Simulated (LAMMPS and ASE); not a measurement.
Interatomic potentials scored against PBE on 5 thermal frames of Si60B4 melt, 64 atoms, from DFT MD at 2340 K and 0 GPa (started from the melt; by its diffusion the run was liquid).

Reference: DFT, PBE, plane waves, Ansatz's default PAW set, run with Ansatz at one k-point, whose own sampling error enters the misses (most for metals); rms force 1.05 eV/Å, static pressure -3.1 GPa, which carries the basis error of a finite cutoff. Potentials ran in LAMMPS and ASE. The MPtrj networks were trained on PBE and PBE+U, and their training set holds relaxations of crystals, many of these compositions among them. Potentials trained on another functional, or fitted to measurement, also carry the gap between that and the reference.

- CHGNet r2SCAN: CHGNet transfer-learned on r2SCAN data
- SevenNet-0: SevenNet-0, trained on MPtrj
- SevenNet-l3i5: SevenNet-l3i5, trained on MPtrj
- CHGNet 0.3.0: CHGNet 0.3.0, trained on MPtrj (PBE and PBE+U)

```tsv
potential	force RMSE (eV/Å)	RMSE over rms force	force correlation	relative energy RMSE (meV/atom)	static pressure miss (GPa)
SevenNet-l3i5	0.23	0.22	0.97	5.1	-1.3
SevenNet-0	0.24	0.23	0.97	6.0	-0.9
CHGNet 0.3.0	0.26	0.25	0.97	7.3	-0.4
CHGNet r2SCAN	0.36	0.34	0.94	16	-2.8
```
